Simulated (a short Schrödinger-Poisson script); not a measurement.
Stack: MOS inversion layer, SiO2 on p-type Si(110), at 300 K.

```tsv
layer	material	thickness (nm)	Na (cm⁻³)
1	SiO2	2	-
2	Si	190	5e18
```

The device is made up for the run: typed textbook-type constants, with dimensions and the other settings drawn at random. SiO2: permittivity 3.9, conduction-band edge (eV) 3.15, gap (eV) 9, electron mass (mₑ) 0.5. Si: permittivity 11.7, conduction-band edge (eV) 0, gap (eV) 1.124, Nv at 300 K (cm⁻³) 3.1e19.

Channel valleys (confinement mass, in-plane density-of-states mass, number): Δ4 0.315, 0.324, 4; Δ2 0.19, 0.417, 2. At the gate the conduction-band edge of layer 1 lies 3.28 eV − eVg above the Fermi level of the channel; the field vanishes at the back. Gaps are held at their typed values at every temperature. Mesh 0.03 nm at interfaces.

Solved with a short Schrödinger-Poisson script written for these runs: 1D Poisson equation in equilibrium, electrons quantum, Hartree (BenDaniel-Duke, 12 states a valley, the channel's in-plane mass for all, wave functions free to enter the dielectric), parabolic valleys, classical holes, full ionisation, no traps, pinning or gate leakage.

At Vg = 2.3 V the centroid of the electrons lies 1.13 nm from the interface.

Q: Estimate the gate capacitance as the dielectric in series with that distance, and compare.

A: The dielectric alone has 1.73 μF/cm²; in series with 1.13 nm of the channel's permittivity, 1.45 μF/cm²; the run gives 1.50 μF/cm². The estimate leaves out the density-of-states capacitance and the centroid's move with voltage.
